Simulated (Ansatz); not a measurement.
Where the default PAW files enter, the runs use the earlier of Ansatz's two default sets.

Inside the gap of an insulator the Bloch states are evanescent, with a wavenumber k + iκ along the transport direction.

Given:

```
AsB
1.0
    3.40772     0.00000     0.00000
    0.00000     3.40772     0.00000
    1.70386     1.70386     2.40963
B As
1 1
Direct
  0.75000   0.25000   0.50000
  0.00000   0.00000   0.00000
```

Space group of this cell: F-43m, zinc blende. The cell is taken as given; by r2SCAN its mean pressure is -3.1 GPa.

Transport runs along the normal of the first two printed cell vectors, the (001) plane of the conventional cell.

The gap is the functional's own, uncorrected, and κ follows it; spin-orbit coupling is left out. Mid-gap values are interpolated between the computed energies.

Task: State the band gap and the smallest decay constant κ at mid-gap according to Ansatz (a quantum-chemistry and plane-wave program) with r2SCAN.

Result: Gap 1.41 eV on a 12×12×12 mesh; κ = 0.175 1/Å, at the zone centre.
